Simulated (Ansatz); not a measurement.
**Re: response to strain**

The reference is Re in the hcp (Mg type) structure (space group P6_3/mmc, No. 194; relaxed with 0.1 eV smearing).

```yaml
crystal:
  lattice:
    - [2.75189, 0.00000, 0.00000]
    - [-1.37595, 2.38321, 0.00000]
    - [0.00000, 0.00000, 4.44007]
  atoms:
    - { symbol: Re, position: [0.66667, 0.33333, 0.75000] }
    - { symbol: Re, position: [0.33333, 0.66667, 0.25000] }
```

Cartesian axes are those of the cell as printed.

Strains are applied to the cell and any free atomic positions relax.

Method: DFT with PBEsol, PAW potentials and a 420 eV plane-wave cutoff in Ansatz (a quantum-chemistry and plane-wave program), no spin-orbit coupling.

Notes on the quantities. energy relative to the base: free energy F.

| uniaxial strain ε_xx (%) | energy relative to the base (meV/atom) |
|---|---|
| 0 | 0.0 |
| 0.5 | 0.7 |
| 1 | 2.8 |
| 1.5 | 6.2 |
| 2 | 10.9 |
| 2.5 | ? |
| 3 | 23.8 |

Task: Fit ΔE = Aε² + Bε³ (ε in %) to the rows shown and predict the withheld row.

Result: Least squares on the printed values gives A = 2.88 and B = -0.077 meV/atom (largest residual 0.0 meV/atom); this predicts 16.8 meV/atom, and the run gives 16.8 meV/atom, in agreement.

Whether these cells are dynamically stable was not tested. All final runs are without spin polarisation.
